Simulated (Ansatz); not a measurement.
A user runs Ansatz (a program for electronic structure) on TaMo3 (I4/mmm, 4 atoms in the cell) and asks whether the run is sound. The aim is a self-consistent single point with DFT, PBE, plane waves, default PAW files.

Cell that was meant: a = 5.0856 Å, b = 5.0856 Å, c = 5.0856 Å, α = 135.46°, β = 135.46°, γ = 64.82°.

Part of the input:

Ansatz 0.2 input:
```yaml
    - { symbol: Ta, position: [0.000000, 0.000000, 0.000000] }
kpoints:
  mp_grid:
    grid: [1, 1, 1]
hamiltonian:
  xc: pbe
  pseudopotentials:
```

The program printed (abridged):

```
WARN basis.ecutwfc = 420 eV, the default
WARN ansatz: RAYON_NUM_THREADS=1 ignored (pool sized by the plan → 1); use --threads N
   [... lines left out ...]
Bands: 34, of which v1, the nominal top of the filled ones, is band 28 counted from 1 (27 counted from 0)
Symmetry: 16 space group operations
Space group: I4/mmm (ITA 139), of the structure as read, at distance tolerance 4.0e-5 Å
k-points: 1
Initial density: superposition of atomic densities (neutral atoms: chi_scale 0, normalization atom), corrected by the library's trained network
Initial wavefunctions: pseudopotential atomic-orbital guess
Eigensolver: davidson
Functional: x = pbe(κ = 0.804, μ = 0.2195149727645171), c = pbe(β = 0.06672455060314922)
SCF iter   1: F=—  HF=-24808.093059 eV  |F-HF|=—  |Δ(HF+E_count)|=         —  Δρ=6.05e-2  dr2=1.05e0  ethr=1.77e-3  ⟨swp⟩=5.0  Hψ=134  notcnv=0
all-band conjugate gradients solve this SCF's bands
preconditioner: auto → none
SCF iter   2: F=—  HF=-24807.929074 eV  |F-HF|=—  |Δ(HF+E_count)|=   1.64e-1  Δρ=2.91e-2  dr2=1.77e-1  ethr=1.77e-3  ⟨swp⟩=3.0  Hψ=57  notcnv=0
   [... lines left out ...]
SCF iter   5: F=—  HF=-24807.923452 eV  |F-HF|=—  |Δ(HF+E_count)|=   2.60e-4  Δρ=3.62e-4  dr2=3.19e-5  ethr=3.19e-6  ⟨swp⟩=2.0  Hψ=47  notcnv=0
SCF iter   6: F=—  HF=-24807.923485 eV  |F-HF|=—  |Δ(HF+E_count)|=   3.26e-5  Δρ=1.04e-4  dr2=1.10e-5  ethr=5.81e-8  ⟨swp⟩=2.0  Hψ=60  notcnv=0
SCF iter   7: F=—  HF=-24807.923483 eV  |F-HF|=—  |Δ(HF+E_count)|=   1.50e-6  Δρ=2.60e-5  dr2=2.16e-7  ethr=2.00e-8  ⟨swp⟩=2.0  Hψ=43  notcnv=0
SCF iter   8: F=-24807.923483 eV  HF=-24807.923483 eV  |F-HF|=1.15e-8  |Δ(HF+E_count)|=   2.63e-9  Δρ=6.21e-6  dr2=1.89e-8  ethr=1.82e-10  ⟨swp⟩=5.0  Hψ=134  notcnv=0
SCF 1 converged in 8 iterations: F = -24807.923483 eV  dr2 = 1.89e-8
Free energy (F): -24807.923483 eV
Internal energy: -24807.589237 eV  (E = F + TS)
E sigma→0 (E₀):  -24807.756360 eV
Entropy (-TS):   -0.334246 eV (-83.562 meV/atom)
Fermi energy:    20.978673 eV
--- Forces (eV/Å), atoms counted from 1 ---
  atom   1  Mo    -0.00000000    -0.00000000    -0.00000000
   [... zero for the other atoms too ...]
--- Stress (GPa, compression-positive) ---
      -42.180283       0.000000       0.000000
        0.000000     -42.180283      -0.000000
        0.000000       0.000000     -15.555736
  P = ⅓ Tr σ = -33.3054 GPa (-333.054 kbar)
  The stress holds the Pulay correction. Without it, at fixed plane waves, as pw.x and ABINIT print it: P = -33.3408 GPa
```

### Question
Is anything amiss in this input, and did it matter?

### Answer
The run is not sound. The fault is a single k-point for a small metallic cell. One k-point cannot sample the Fermi surface of a small cell. To fix it, use a converged k-point mesh. The run converged in 8 iterations without an error; against the sound input the free energy goes down by 2.19 eV/atom and the pressure goes from 11.47 to -33.31 GPa.

The sound input it was made from differs as follows (other fixes are possible):
```diff
-    grid: [1, 1, 1]
+    grid: [12, 12, 12]
```

With that input, the run converged in 6 iterations: free energy E − TS (on the zero of these files) -24799.1510 eV; Fermi level (on the code's own zero) 20.75 eV; pressure 11.47 GPa (DFT, PBE, plane waves, default PAW files).

On the sound input: the starting cell was generated: these elements placed on a structure prototype, without a prior relaxation; it need not be a known phase or ordering of this composition. Spin-orbit coupling is off. Spin polarisation is off. With a pressure of about 11 GPa the cell is away from its equilibrium volume at this level. Ansatz's pressure includes its estimate of the finite-basis (Pulay) stress.
